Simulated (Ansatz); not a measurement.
Take RbBr in the rock salt structure (space group Fm-3m, No. 225; a = 7.018 Å) as the base.

Modification: a hydrostatic pressure of 7.5 GPa.

All numbers come from PBE, PAW, 420 eV (Ansatz, a first-principles code; scalar-relativistic without spin-orbit coupling).

Base, band edges from the VBM (valence, conduction): X -0.15, 5.67; W -0.33, 7.00; L -0.30, 6.63; Γ 0.00, 4.19; K -0.23, 6.33; U -0.23, 6.33 eV.

Give the band edges at the high-symmetry points of the new zone, measured from its valence-band maximum.


```csv
point,valence edge (eV),conduction edge (eV)
Γ,0.00,5.03
X,-0.14,5.24
U,-0.38,6.25
K,-0.38,6.25
L,-0.63,7.38
W,-0.36,7.22
```

The gap is 5.03 eV, direct at Γ.

Load acts through the strain it causes; cell and atoms are relaxed under it. Stability against distortions was not tested. Competing high-pressure phases were not computed.
